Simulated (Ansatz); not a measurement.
The parent structure is Hf in the hcp (Mg type) structure (space group P6_3/mmc, No. 194; a = 3.198 Å, c = 5.049 Å; relaxed with 0.1 eV smearing). Axes: x lies along a and z along c of the hexagonal cell.

The values are results of r2SCAN (Ansatz, a program for electronic structure; PAW; 500 eV plane waves; spin-orbit coupling left out), not measurements.

For the base:

```
Property                         Value
-----------------------------  -------
Shortest interatomic distance  3.128 Å
```

Perturbation: the cell is compressed by 2.44 % along y with no lateral relaxation; the atoms relax in the strained cell.

Question: What happens to the shortest interatomic distance?

Answer: The shortest interatomic distance decreases by 0.017 Å, from 3.128 Å to 3.111 Å.

Question: What happens to the energy relative to the base?

Answer: The energy increases by 8.1 meV/atom.

Question: Estimate the effect on the stress.

Answer: The stress (xx, yy, zz, yz, xz, xy; compression positive) amounts to (2.0, 4.9, 1.6, 0.0, 0.0, 0.0) GPa.

No phonon test of stability was made. The final runs are not spin-polarised.
